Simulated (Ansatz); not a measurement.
Input:

```yaml
crystal:
  lattice:
    - [0.00000, 2.73708, 2.73708]
    - [2.73708, 0.00000, 2.73708]
    - [2.73708, 2.73708, 0.00000]
  atoms:
    - { symbol: Si, position: [0.25000, 0.25000, 0.25000] }
    - { symbol: Si, position: [0.00000, 0.00000, 0.00000] }
```

All values below come from PBEsol with spin-orbit coupling, rigid bands (plane waves, PAW; Ansatz, an electronic-structure program). Condition of this run: hydrostatic pressure -2 GPa (the target of the relaxation). Geometry: cell and atoms relaxed with PBEsol, then loaded as said.

Question: Predict the electron conductivity mass (n e² τ/σ) at 300 K, by direction if it differs.

Answer: 0.28 mₑ.

Question: What conductivity effective mass do dilute holes have at 300 K?

Answer: 0.36 mₑ.

Question: And the band gap?

Answer: 0.49 eV at this level; semilocal functionals usually fall short of the measured gap.

Rigid bands, one relaxation time for all states, no polarons.
